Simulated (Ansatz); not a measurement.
**CdSe (model structure, started from the BN type, Pm-3n, No. 223, 12 atoms in the cell)**

The numbers are results of r²SCAN (Ansatz, an electronic-structure program, plane waves, PAW), not measurements.

Settings: plane-wave cutoff 560 eV, 6×6×6 k mesh, Fermi–Dirac smearing 0.01 eV, scalar-relativistic PAW data made under PBE.

Cell (relaxed at this level):

```cif
data_Cd6Se6
_chemical_formula_sum 'Cd6 Se6'
_space_group_name_H-M_alt 'P 1'
_space_group_IT_number 1
_cell_length_a 7.54708
_cell_length_b 7.54708
_cell_length_c 7.54708
_cell_angle_alpha 90.000
_cell_angle_beta 90.000
_cell_angle_gamma 90.000
loop_
_space_group_symop_operation_xyz
  'x, y, z'
loop_
_atom_site_label
_atom_site_type_symbol
_atom_site_fract_x
_atom_site_fract_y
_atom_site_fract_z
_atom_site_occupancy
Cd1 Cd 0.25000 0.00000 0.50000 1
Cd2 Cd 0.50000 0.25000 0.00000 1
Cd3 Cd 0.50000 0.75000 0.00000 1
Cd4 Cd 0.75000 0.00000 0.50000 1
Cd5 Cd 0.00000 0.50000 0.75000 1
Cd6 Cd 0.00000 0.50000 0.25000 1
Se1 Se 0.25000 0.50000 0.00000 1
Se2 Se 0.00000 0.25000 0.50000 1
Se3 Se 0.00000 0.75000 0.50000 1
Se4 Se 0.75000 0.50000 0.00000 1
Se5 Se 0.50000 0.00000 0.75000 1
Se6 Se 0.50000 0.00000 0.25000 1
```

For CdSe (model structure, started from the BN type, Pm-3n, No. 223, 12 atoms in the cell), the band gap is 1.20 eV.

Note: the relaxation could raise the start's symmetry but not lower it, so the cell can be a saddle point.

Spin–orbit coupling is not included.

Static lattice: no zero-point or thermal effects.

A model structure was made by putting elements into a prototype or built by hand; it is no filed structure, need not be a known phase, and can be a saddle point held by its symmetry.
